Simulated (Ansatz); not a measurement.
For GePd (model structure, started from the CsCl type, Pm-3m, No. 221, 2 atoms in the cell), PBE-D3(BJ) (Ansatz, an electronic-structure program, plane waves, PAW) gives:

```
Quantity                               Value
------------------------------  ------------
equilibrium lattice constant a       3.127 Å
cohesive energy                 4.49 eV/atom
```

Question: What does r²SCAN+rVV10 (Ansatz, PAW) give for the same quantities?

Answer: 
- lattice constant a: 3.127 Å (is nearly the same)
- cohesive energy: 4.43 eV/atom (drops by 0.06 eV/atom)

Changes are worked out from the printed values.

Unless a cell is named, each level is at its own relaxed cell (PBE-D3(BJ) 15.29, r²SCAN+rVV10 15.28 Å³/atom).

The crystal itself was run without spin with PBE-D3(BJ), r²SCAN+rVV10; a magnetic state was not tried in these runs.

Ansatz's density-functional and Hartree–Fock values are scalar-relativistic unless marked +SOC, with PAW data made under PBE.

A model structure was made by putting elements into a prototype or built by hand; it is no filed structure, need not be a known phase, and can be a saddle point held by its symmetry.
